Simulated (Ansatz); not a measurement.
Consider ZnS in the wurtzite structure (space group P6_3mc, No. 186; a = 3.8070 Å, c = 6.2462 Å). Axes: x lies along a and z along c of the hexagonal cell.

All numbers come from Ansatz (an electronic-structure program) r2SCAN, scalar-relativistic without spin-orbit coupling, earlier PAW set.

Base values:

Pressure: 0.0 kbar
Band gap: 2.77 eV
Shortest interatomic distance: 2.334 Å

Now apply this change: uniaxial strain ε_xx = +4.55 %, all other strain components held at zero; the atoms relax in the strained cell.

**Question.** What does the calculation give for the pressure after the change?

**Answer.** The pressure (mean of the normal stresses, compression positive) goes from zero to -31.3 kbar.

**Question.** What does the calculation give for the band gap after the change?

**Answer.** The band gap drops by 0.25 eV to 2.52 eV.

**Question.** What does the calculation give for the shortest interatomic distance after the change?

**Answer.** The shortest interatomic distance rises by 0.025 Å to 2.359 Å.

**Question.** How does this affect the largest internal atomic displacement?

**Answer.** The largest internal atomic displacement amounts to 0.040 Å.

Stability against distortions was not tested.
